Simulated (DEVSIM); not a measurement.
Structure: Si/Ge p-n heterojunction, at 300 K.

| layer (left to right) | material | thickness (μm) | Nd (cm⁻³) | Na (cm⁻³) | τn (s) | τp (s) |
|---|---|---|---|---|---|---|
| 1 | Si | 0.0680 | - | 1.4e16 | 6.6e-7 | 6.6e-7 |
| 2 | Ge | 0.320 | 1.8e18 | - | 6.6e-7 | 6.6e-7 |

Left contact: ohmic. Right contact: ohmic. Voltage is applied to the left contact. Recombination: SRH at mid-gap, radiative. Mobility is constant in doping.

The device is made up for the run: typed textbook-type constants, with dimensions and the other settings drawn at random. Values at 300 K; Nc and Nv go as T^1.5, mobilities as T to minus their exponent, the gap by Varshni's rule with the affinity fixed.

| parameter | Si | Ge |
|---|---|---|
| gap (eV) | 1.124 | 0.664 |
| affinity (eV) | 4.05 | 4 |
| permittivity | 11.7 | 16 |
| Nc (cm⁻³) | 2.86e19 | 1.04e19 |
| Nv (cm⁻³) | 3.1e19 | 6e18 |
| μn (cm²/Vs) | 1417 | 3900 |
| μp (cm²/Vs) | 470 | 1900 |
| T exponent of μn | 2.3 | 1.66 |
| T exponent of μp | 2.2 | 2.33 |
| B (cm³/s) | 4.7e-15 | 6.4e-14 |
| Varshni α (eV/K) | 0.000473 | 0.000477 |
| Varshni β (K) | 636 | 235 |

DEVSIM, 1D drift-diffusion, Boltzmann statistics, complete ionisation; no tunnelling, impact ionisation, image-force lowering or self-heating. Band offsets follow the typed affinities; no thermionic-emission limit at abrupt steps, no polarisation charge.

The temperature was swept, all else fixed.

| temperature (K) | potential step across the device at zero bias (V) | dark forward voltage at 100 A/cm² (V) |
|---|---|---|
| 250 | 0.994 | 0.661 |
| 300 | 0.930 | 0.546 |
| 350 | 0.862 | 0.428 |
| 400 | 0.791 | 0.308 |
| 450 | 0.717 | 0.188 |
| 500 | 0.642 | 0.076 |

From the first row to the last the potential step across the device at zero bias goes from 0.994 to 0.642. From the first row to the last the dark forward voltage at 100 A/cm² goes from 0.661 to 0.076.
